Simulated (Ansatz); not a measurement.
Base system: MgS in the rock salt structure (space group Fm-3m, No. 225; a = 5.203 Å). Axes: x, y, z lie along the cube axes.

Level of theory: Kohn–Sham DFT with the r2SCAN functional, run in Ansatz (a first-principles code) with PAW and 500 eV plane waves, spin-orbit coupling left out.

For the base:

The electron mass comes out as 0.53 mₑ along k, 0.31 mₑ across (at X).

One thing is altered: biaxial strain −1.00 %, plane normal [001], relaxed out of plane (Cartesian); in-plane vectors clamped, the third vector and the atoms free.

**Question.** How does this affect the in-plane stress, electron mass and hole mass?

**Answer.** The mean in-plane stress (compression positive) comes out as +1.8 GPa; the electron mass becomes 0.52 mₑ along k, 0.31 mₑ across (at X) (base: 0.53 mₑ along k, 0.31 mₑ across (at X)); the hole mass amounts to 0.27 mₑ out of plane, 0.94 mₑ in plane (at Γ).

The levels and masses belong to the bands next to the band gap. Effective masses come from finite differences of ±0.01 Å⁻¹. Along k means along the line from Γ to the band edge. No phonon test of stability was made.
